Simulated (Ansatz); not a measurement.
## Effective masses and thermopower of AlP under load (space group I-4m2)

```
AlP
1.0
    0.00000     2.71410     2.75701
    2.71410     0.00000     2.75701
    2.71410     2.71410     0.00000
Al P
1 1
Direct
  0.00000   0.00000   0.00000
  0.75000   0.75000   0.75000
```

Level of theory: PBEsol with spin-orbit coupling, rigid bands (plane waves, PAW; Ansatz, a first-principles code). Condition of this run: biaxial stress xx = yy = 1 GPa (compression positive) (the target of the relaxation). Geometry: cell and atoms relaxed with PBEsol, then loaded as said.

The band gap comes out as 1.37 eV. The electron conductivity mass (300 K, dilute) is 0.38 (x), 0.38 (y), 0.27 (z) mₑ. The hole conductivity mass (300 K, dilute) is 0.59 (x), 0.59 (y), 0.73 (z) mₑ. The effective density of states N_c (300 K) is 1.2e19 cm⁻³. The effective density of states N_v (300 K) is 3.3e19 cm⁻³, the density-of-states mass, electrons is 0.61 mₑ and the density-of-states mass, holes is 1.20 mₑ. The Seebeck coefficient, n-type 1e19 cm⁻³, 300 K comes out as -239 μV/K and the best n-type power factor at 300 K for τ = 10 fs (best axis; densities from 1e16 to 1e21 cm⁻³ tried, whether or not they can be reached) is 7.2 μW/(cm·K²) at 3e19 cm⁻³. The Seebeck coefficient, p-type 1e19 cm⁻³, 300 K is 373 μV/K. The best p-type power factor at 300 K for τ = 10 fs (best axis; densities from 1e16 to 1e21 cm⁻³ tried, whether or not they can be reached) is 21 μW/(cm·K²) at 3e20 cm⁻³.

Rigid bands; masses and Seebeck coefficients take one relaxation time τ for all states and one kind of carrier; polarons and phonon drag are left out.
